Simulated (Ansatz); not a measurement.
Cell of PbI2 (1T monolayer start, 27-atom cell) (held in this type by symmetry, stable or not), relaxed at this level with c, alpha, beta of the cell held:

```
CELL_PARAMETERS angstrom
     13.98000     0.00000     0.00000
     -6.99000    12.10704     0.00000
      0.00000     0.00000    20.00000
ATOMIC_POSITIONS crystal
  Pb 0.00000 0.00000 0.50000
  Pb 0.00000 0.33333 0.50000
  Pb 0.00000 0.66667 0.50000
  Pb 0.33333 0.00000 0.50000
  Pb 0.33333 0.33333 0.50000
  Pb 0.33333 0.66667 0.50000
  Pb 0.66667 0.00000 0.50000
  Pb 0.66667 0.33333 0.50000
  Pb 0.66667 0.66667 0.50000
  I  0.11111 0.22222 0.59350
  I  0.11111 0.55556 0.59350
  I  0.11111 0.88889 0.59350
  I  0.44444 0.22222 0.59350
  I  0.44444 0.55556 0.59350
  I  0.44444 0.88889 0.59350
  I  0.77778 0.22222 0.59350
  I  0.77778 0.55556 0.59350
  I  0.77778 0.88889 0.59350
  I  0.22222 0.11111 0.40650
  I  0.22222 0.44444 0.40650
  I  0.22222 0.77778 0.40650
  I  0.55556 0.11111 0.40650
  I  0.55556 0.44444 0.40650
  I  0.55556 0.77778 0.40650
  I  0.88889 0.11111 0.40650
  I  0.88889 0.44444 0.40650
  I  0.88889 0.77778 0.40650
```

Calculation: PBE (plane waves to 420 eV, PAW; Ansatz, a quantum-chemistry and plane-wave program). No spin–orbit coupling. Its k-point mesh 3×3×1, Fermi–Dirac width 0.01 eV.

Problem. Give the plane-averaged electrostatic potential energy of an electron along the normal (the smooth PAW potential), about its mean over the cell, from 5 Å under the lowest atom to 5 Å over the highest.

Solution. 
```json
[
 {"z (Å)": "3.259", "V (eV)": "1.95"},
 {"z (Å)": "3.556", "V (eV)": "1.95"},
 {"z (Å)": "3.704", "V (eV)": "1.95"},
 {"z (Å)": "4.000", "V (eV)": "1.95"},
 {"z (Å)": "4.148", "V (eV)": "1.95"},
 {"z (Å)": "4.444", "V (eV)": "1.95"},
 {"z (Å)": "4.593", "V (eV)": "1.95"},
 {"z (Å)": "4.889", "V (eV)": "1.95"},
 {"z (Å)": "5.037", "V (eV)": "1.95"},
 {"z (Å)": "5.333", "V (eV)": "1.94"},
 {"z (Å)": "5.481", "V (eV)": "1.94"},
 {"z (Å)": "5.778", "V (eV)": "1.91"},
 {"z (Å)": "6.074", "V (eV)": "1.86"},
 {"z (Å)": "6.222", "V (eV)": "1.80"},
 {"z (Å)": "6.519", "V (eV)": "1.59"},
 {"z (Å)": "6.667", "V (eV)": "1.39"},
 {"z (Å)": "6.963", "V (eV)": "0.58"},
 {"z (Å)": "7.111", "V (eV)": "-0.21"},
 {"z (Å)": "7.407", "V (eV)": "-2.31"},
 {"z (Å)": "7.556", "V (eV)": "-3.02"},
 {"z (Å)": "7.852", "V (eV)": "-3.31"},
 {"z (Å)": "8.000", "V (eV)": "-3.23"},
 {"z (Å)": "8.296", "V (eV)": "-3.61"},
 {"z (Å)": "8.444", "V (eV)": "-4.06"},
 {"z (Å)": "8.741", "V (eV)": "-4.60"},
 {"z (Å)": "9.037", "V (eV)": "-4.52"},
 {"z (Å)": "9.185", "V (eV)": "-5.13"},
 {"z (Å)": "9.481", "V (eV)": "-7.21"},
 {"z (Å)": "9.630", "V (eV)": "-7.93"},
 {"z (Å)": "9.926", "V (eV)": "-8.48"},
 {"z (Å)": "10.074", "V (eV)": "-8.48"},
 {"z (Å)": "10.370", "V (eV)": "-7.93"},
 {"z (Å)": "10.519", "V (eV)": "-7.21"},
 {"z (Å)": "10.815", "V (eV)": "-5.13"},
 {"z (Å)": "10.963", "V (eV)": "-4.52"},
 {"z (Å)": "11.259", "V (eV)": "-4.60"},
 {"z (Å)": "11.556", "V (eV)": "-4.06"},
 {"z (Å)": "11.704", "V (eV)": "-3.61"},
 {"z (Å)": "12.000", "V (eV)": "-3.23"},
 {"z (Å)": "12.148", "V (eV)": "-3.31"},
 {"z (Å)": "12.444", "V (eV)": "-3.02"},
 {"z (Å)": "12.593", "V (eV)": "-2.31"},
 {"z (Å)": "12.889", "V (eV)": "-0.21"},
 {"z (Å)": "13.037", "V (eV)": "0.58"},
 {"z (Å)": "13.333", "V (eV)": "1.39"},
 {"z (Å)": "13.481", "V (eV)": "1.59"},
 {"z (Å)": "13.778", "V (eV)": "1.80"},
 {"z (Å)": "13.926", "V (eV)": "1.86"},
 {"z (Å)": "14.222", "V (eV)": "1.91"},
 {"z (Å)": "14.519", "V (eV)": "1.94"},
 {"z (Å)": "14.667", "V (eV)": "1.94"},
 {"z (Å)": "14.963", "V (eV)": "1.95"},
 {"z (Å)": "15.111", "V (eV)": "1.95"},
 {"z (Å)": "15.407", "V (eV)": "1.95"},
 {"z (Å)": "15.556", "V (eV)": "1.95"},
 {"z (Å)": "15.852", "V (eV)": "1.95"},
 {"z (Å)": "16.000", "V (eV)": "1.95"},
 {"z (Å)": "16.296", "V (eV)": "1.95"},
 {"z (Å)": "16.444", "V (eV)": "1.95"},
 {"z (Å)": "16.741", "V (eV)": "1.95"}
]
```
